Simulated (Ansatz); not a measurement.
# A computed series for WSi2: response to strain

The parent structure is WSi₂ (space group I4/mmm, No. 139; a = 3.211 Å, c = 7.805 Å; relaxed with 0.1 eV smearing). Axes: x, y, z lie along a, b, c of the conventional cell.

Strains are applied to the cell and any free atomic positions relax; under biaxial strain the out-of-plane vector relaxes too; under stress the whole cell relaxes.

All numbers come from r2SCAN, PAW, 500 eV (Ansatz, a quantum-chemistry and plane-wave program; without spin-orbit coupling).

Notes on the quantities. pressure: mean of the normal stresses, compression positive.

```csv
case,volume per atom,pressure,space group
base,13.42 Å³,0.0 GPa,I4/mmm (No. 139)
"biaxial strain −3.80 %, plane normal [001], relaxed out of plane",12.61 Å³,15.6 GPa,I4/mmm (No. 139)
"biaxial strain +0.51 %, plane normal [001], relaxed out of plane",?,?,I4/mmm (No. 139)
"biaxial strain +4.36 %, plane normal [001], relaxed out of plane",14.43 Å³,-12.9 GPa,I4/mmm (No. 139)
isotropic strain −5.62 %,11.28 Å³,59.3 GPa,I4/mmm (No. 139)
isotropic strain +1.31 %,13.95 Å³,-8.4 GPa,I4/mmm (No. 139)
isotropic strain +2.24 %,14.34 Å³,-13.4 GPa,I4/mmm (No. 139)
uniaxial strain ε_xx = +2.78 %,13.79 Å³,-5.7 GPa,Immm (No. 71)
"uniaxial stress, 0.5 GPa tension along z",13.42 Å³,–,I4/mmm (No. 139)
tensor shear ε_xy = −1.07 %,13.41 Å³,0.1 GPa,Fmmm (No. 69)
```

**Question.** What belongs in the blanks?

**Answer.** 
- biaxial strain +0.51 %, plane normal [001], relaxed out of plane, volume per atom: 13.53 Å³
- biaxial strain +0.51 %, plane normal [001], relaxed out of plane, pressure: -1.8 GPa

Stability under load was not tested beyond the relaxation. The final runs are not spin-polarised.
